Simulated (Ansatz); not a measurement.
**La2O3: response to strain**

Consider La2O3 (space group P-3m1, No. 164).

```yaml
crystal:
  lattice:
    - [3.90611, 0.00000, 0.00000]
    - [-1.95305, 3.38279, 0.00000]
    - [0.00000, 0.00000, 6.03995]
  atoms:
    - { symbol: La, position: [0.33333, 0.66667, 0.24536] }
    - { symbol: La, position: [0.66667, 0.33333, 0.75464] }
    - { symbol: O, position: [0.00000, 0.00000, 0.00000] }
    - { symbol: O, position: [0.33333, 0.66667, 0.64601] }
    - { symbol: O, position: [0.66667, 0.33333, 0.35399] }
```

Cartesian axes are those of the cell as printed.

Strains are applied to the cell and any free atomic positions relax; under stress the whole cell relaxes.

The values are results of plane-wave PAW DFT at the PBEsol level (Ansatz, a program for electronic structure, 420 eV), spin-orbit coupling left out, not measurements.

Candidates:
(a) tensor shear ε_yz = +1.21 %
(b) uniaxial stress, 0.5 GPa compression along z
(c) uniaxial strain ε_yy = +2.71 %

Notes on the quantities. energy relative to the base: free energy F.

Problem. Order them by energy relative to the base, lowest first.

Solution. (b) uniaxial stress, 0.5 GPa compression along z (+0.1 meV/atom), (a) tensor shear ε_yz = +1.21 % (+1.9 meV/atom), (c) uniaxial strain ε_yy = +2.71 % (+7.5 meV/atom)

Stability under load was not tested beyond the relaxation.
